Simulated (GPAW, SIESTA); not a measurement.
A SIESTA input for a self-consistent single point of Ag2O (Pn-3m, 6 atoms in the cell) (DFT, GGA PBE, numerical atomic orbitals DZP, PseudoDojo PBE standard norm-conserving potentials (rewritten from UPF to PSML)):

```
# files in the folder: Ag.psml O.psml (PseudoDojo PBE standard)
SystemName  Ag2O
SystemLabel siesta

NumberOfAtoms                6
NumberOfSpecies              2
%block ChemicalSpeciesLabel
  1 47 Ag
  2 8 O
%endblock ChemicalSpeciesLabel
LatticeConstant              1.0 Bohr
%block LatticeVectors
     9.152926279    0.000000000    0.000000000
     0.000000000    9.152926279    0.000000000
     0.000000000    0.000000000    9.152926279
%endblock LatticeVectors
AtomicCoordinatesFormat      ScaledCartesian
%block AtomicCoordinatesAndAtomicSpecies
     6.864694709    2.288231570    6.864694709  1
     2.288231570    6.864694709    6.864694709  1
     6.864694709    6.864694709    2.288231570  1
     2.288231570    2.288231570    2.288231570  1
     0.000000000    0.000000000    0.000000000  2
     4.576463140    4.576463140    4.576463140  2
%endblock AtomicCoordinatesAndAtomicSpecies

XC.functional                GGA
XC.authors                   PBE
PAO.BasisSize                DZP
PAO.EnergyShift              0.01 Ry
MeshCutoff                   400 Ry
%block kgrid.MonkhorstPack
    5   0   0  0.0
    0   5   0  0.0
    0   0   5  0.0
%endblock kgrid.MonkhorstPack
OccupationFunction           FD
ElectronicTemperature        580.23 K

MaxSCFIterations             150
SCF.Mixer.Method             Pulay
SCF.Mixer.Weight             0.2
SCF.Mixer.History            6
SCF.DM.Tolerance             1.0E-05
Diag.ParallelOverK           true
WriteForces                  true
Charge.Mulliken              end
```

### Question
Give the GPAW input for the same structure, mesh, smearing and functional.

### Answer
One input that does it (others would too):

```python
from ase import Atoms
from ase.units import GPa
from gpaw import GPAW

atoms = Atoms(['Ag', 'Ag', 'Ag', 'Ag', 'O', 'O'],
              cell=[[4.843520, 0.000000, 0.000000],
                    [0.000000, 4.843520, 0.000000],
                    [0.000000, 0.000000, 4.843520]],
              scaled_positions=[[0.750000, 0.250000, 0.750000],
                                [0.250000, 0.750000, 0.750000],
                                [0.750000, 0.750000, 0.250000],
                                [0.250000, 0.250000, 0.250000],
                                [0.000000, 0.000000, 0.000000],
                                [0.500000, 0.500000, 0.500000]],
              pbc=True)

calc = GPAW(mode={'name': 'pw', 'ecut': 950},
            xc='PBE',
            kpts=(5, 5, 5),
            occupations={'name': 'fermi-dirac', 'width': 0.05},
            nbands=-8,
            convergence={'bands': -6},
            symmetry={'symmorphic': False, 'tolerance': 0.0005},
            maxiter=100)

atoms.calc = calc

energy = atoms.get_potential_energy()
print('Energy (eV):', round(energy, 6))
forces = atoms.get_forces()
print('Forces (eV/Ang):')
print(forces.round(5))
stress = atoms.get_stress()
print('Stress (GPa, Voigt):', (stress / GPa).round(4))
```

Basis, cutoffs, solver keys and any potentials are the target program's own. This input uses DFT PBE, plane waves, GPAW PAW datasets PBE (gpaw-data 1.0.1).

The starting cell has typed, rounded lattice constants, without a prior relaxation at this level. Its lattice was rescaled by a random factor within 2.5 % of one.
